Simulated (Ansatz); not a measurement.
MnSi (space group P2_13, No. 198; ferromagnetic)

```yaml
crystal:
  lattice:
    - [4.51764, 0.00000, 0.00000]
    - [0.00000, 4.51764, 0.00000]
    - [0.00000, 0.00000, 4.51764]
  atoms:
    - { symbol: Mn, position: [0.13644, 0.13644, 0.13644] }
    - { symbol: Mn, position: [0.63644, 0.36356, 0.86356] }
    - { symbol: Mn, position: [0.86356, 0.63644, 0.36356] }
    - { symbol: Mn, position: [0.36356, 0.86356, 0.63644] }
    - { symbol: Si, position: [0.84518, 0.84518, 0.84518] }
    - { symbol: Si, position: [0.34518, 0.65482, 0.15482] }
    - { symbol: Si, position: [0.15482, 0.34518, 0.65482] }
    - { symbol: Si, position: [0.65482, 0.15482, 0.34518] }
```

Calculations: PBE in Ansatz (plane waves to 420 eV, PAW, without spin-orbit coupling). Settings: 10×10×10 k-points, 0.05 eV Fermi–Dirac smearing.

The volume per atom is 11.53 Å³, the density is 5.98 g/cm³ and the band gap comes out as zero. The magnetic state comes out as ferromagnetic and the total energy is -2267.786 eV/atom (σ→0; compares only within this code and set-up).

Other magnetic orders, which the real material may have, were not ruled out. Whether these cells are dynamically stable was not tested.

Ansatz is a first-principles code.
